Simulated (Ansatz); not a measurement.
The reference is GaSb in the zinc blende structure (space group F-43m, No. 216; a = 6.049 Å). Axes: x, y, z lie along the cube axes.

Computed with Ansatz (a program for electronic structure) LDA, spin-orbit coupling left out.

Before the change:

The pressure is 0.0 GPa and the volume per atom comes out as 27.66 Å³.

It is then changed as follows: tensile biaxial strain of 2.50 % in the plane normal to [111], as in epitaxy on a mismatched substrate; the out-of-plane cell vector and the atoms relax.

Q: How does this affect the pressure?

A: The pressure (mean of the normal stresses, compression positive) goes from zero to -1.9 GPa.

Q: What happens to the energy relative to the base?

A: The energy goes up by 13 meV/atom.

Q: What happens to the volume per atom?

A: The volume per atom rises by 1.04 Å³ (27.66 Å³ → 28.70 Å³).

Stability against distortions was not tested. All final runs are without spin polarisation.
